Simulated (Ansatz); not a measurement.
**BP: pressure series**

Base system: BP in the zinc blende structure (space group F-43m, No. 216; a = 4.536 Å).

Cell and atoms are relaxed at each pressure.

All numbers come from DFT with r2SCAN, PAW potentials and a 500 eV plane-wave cutoff in Ansatz (a quantum-chemistry and plane-wave program), no spin-orbit coupling, earlier PAW set.

| P (GPa) | V (Å³/atom) |
|---|---|
| -2.00 | 11.810 |
| -1.00 | 11.738 |
| 3.00 | 11.471 |
| 7.00 | 11.229 |
| 15.00 | 10.807 |
| 29.99 | 10.172 |
| 49.99 | 9.525 |
| 75.00 | 8.908 |
| 100.00 | 8.424 |

Problem. Fit a third-order Birch–Murnaghan equation of state.

Solution. Least squares on P(V) = (3B₀/2)[(V₀/V)^(7/3) − (V₀/V)^(5/3)]·[1 + (3/4)(B₀′ − 4)((V₀/V)^(2/3) − 1)] gives V₀ = 11.67 Å³/atom, B₀ = 170 GPa and B₀′ = 3.7.

Measured bulk modulus of BP: 176.5 GPa (static lattice; corrected from measurement; as listed in Tamar Goldzak et al., The Journal of Chemical Physics (2022)); the computed value is 3 % below it.

Load acts through the strain it causes; cell and atoms are relaxed under it. Whether these cells are dynamically stable was not tested. Competing high-pressure phases were not computed.
